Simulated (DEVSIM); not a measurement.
Device: abrupt GaAs p-n junction, at 300 K.

Layer 1 from the left is GaAs, thickness (μm) 77.0, Na (cm⁻³) 2.7e16, τn (s) 5.6e-9, τp (s) 5.6e-9. Layer 2 from the left is GaAs, thickness (μm) 18.0, Nd (cm⁻³) 2.8e15, τn (s) 5.6e-9, τp (s) 5.6e-9.

Left contact: ohmic. Right contact: ohmic. Voltage is applied to the left contact. Recombination: SRH at mid-gap, radiative. Mobility is μmin + (μ − μmin)/(1 + (N/Nref)^α).

Constants are typed, rounded textbook-type inputs, not results; the design itself was drawn at random and stands for no fabricated device. Values at 300 K.

GaAs: gap (eV) 1.424, affinity (eV) 4.07, permittivity 12.9, Nc (cm⁻³) 4.7e17, Nv (cm⁻³) 9e18, μn (cm²/Vs) 8500, μp (cm²/Vs) 400, μn,min 500, μp,min 20, Nref,n 6e16, Nref,p 1.5e17, αn 0.39, αp 0.38, B (cm³/s) 2e-10.

DEVSIM, 1D drift-diffusion, Boltzmann statistics, complete ionisation; no tunnelling, impact ionisation, image-force lowering or self-heating.

Question: What does the simulation give for the potential step across the device at zero bias, the dark forward voltage at 100 A/cm², the dark forward voltage at 1 A/cm², the largest field in the device at zero bias?

Answer: potential step across the device at zero bias 1.141 V; dark forward voltage at 100 A/cm² 1.717 V; dark forward voltage at 1 A/cm² 1.005 V; largest field in the device at zero bias 28000 V/cm.
